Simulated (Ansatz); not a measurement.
Functionals compared on the (310) surface of fcc Rh in its 1x1 cell, outermost plane spacing 0.61 Å in the ideal cut, in Ansatz (plane waves, PAW). The structure was relaxed with PBE; the other rows are single points on it, each with its references at the same level. Cutoff 420 eV (500 eV for r2SCAN).

Slab: 18 atoms, 10.3 Å thick at the start (thin: gaps and levels are the slab's own); k 10x6x1, smearing 0.1 eV, dipole-corrected; all atoms relaxed; symmetry of the start imposed; no spin, no spin-orbit, no U. These notes are the PBE run's.

```tsv
functional	surface energy (J/m²)	work function of the top face (eV)	rough cost of the single point
PBE	2.56	4.71	–
LDA	3.22	5.09	around 2.6 core-minutes (rough)
PBEsol	3.01	4.82	about 2.7 core-minutes (a rough figure)
RPBE	2.28	4.53	very roughly 2.5 core-minutes
r2SCAN	(withheld)	(withheld)	around 5 core-minutes (rough)
```

**Question.** What belongs in the gaps?

**Answer.** 
- r2SCAN, surface energy (J/m²): 2.80
- r2SCAN, work function of the top face (eV): 4.69

Ansatz is a program for electronic structure.
